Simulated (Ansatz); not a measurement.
# WSe2, response to strain

Consider WSe2 in the 2H-MoS2 type structure (space group P6_3/mmc, No. 194; a = 3.300 Å, c = 13.151 Å; layered, stacked along the Cartesian z axis). Axes: x lies along a and z along c of the hexagonal cell.

Strains are applied to the cell and any free atomic positions relax; under biaxial strain the out-of-plane vector relaxes too.

Method: Ansatz (an electronic-structure program), r2SCAN+rVV10, PAW, cutoff 500 eV, no spin-orbit coupling.

```csv
"biaxial strain, plane normal [001], relaxed out of plane (%)",out-of-plane strain (%)
-4.25,2.00
-1.83,?
-1.55,0.70
-0.64,0.28
0,0.00
```

**Question.** Fit ε⊥ = −νε + γε² (strains in %) to the rows shown and predict the withheld row.

**Answer.** Least squares on the printed values gives ν = 0.44 (the biaxial Poisson response) and γ = 0.008 (largest residual 0.00 %); this predicts 0.83 %, and the run gives 0.83 %, in agreement.

No phonon test of stability was made.
